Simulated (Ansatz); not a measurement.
Take CuI in the zinc blende structure (space group F-43m, No. 216) as the base.

```
CELL_PARAMETERS angstrom
      0.00000     2.96966     2.96966
      2.96966     0.00000     2.96966
      2.96966     2.96966     0.00000
ATOMIC_POSITIONS crystal
  Cu 0.00000 0.00000 0.00000
  I  0.25000 0.25000 0.25000
```

Cartesian axes are those of the cell as printed.

Level of theory: PBEsol (Ansatz, a first-principles code), no spin-orbit coupling.

For the base:

- Band gap: 1.17 eV
- Valence-band top at Γ: 0.00, 0.00, 0.00 eV

Perturbation: biaxial strain +1.25 %, plane normal [111], relaxed out of plane (Cartesian); in-plane vectors clamped, the third vector and the atoms free.

**Question.** What happens to the band gap?

**Answer.** The band gap shrinks by 0.066 eV to 1.11 eV.

**Question.** How does this affect the in-plane stress?

**Answer.** The mean in-plane stress (compression positive) amounts to -1.1 GPa.

**Question.** What does the calculation give for the valence-band top at Γ after the change?

**Answer.** The valence-band top at Γ (three highest levels, from the VBM) changes from 0.00, 0.00, 0.00 eV to 0.00, -0.03, -0.03 eV.

**Question.** What does the calculation give for the out-of-plane strain after the change?

**Answer.** The out-of-plane strain is -1.00 %.

**Question.** What does the calculation give for the energy relative to the base after the change?

**Answer.** The energy increases by 2.2 meV/atom.

Spin-orbit coupling, missing from the scalar runs, can matter with I. Stability against distortions was not tested. The final runs are not spin-polarised.
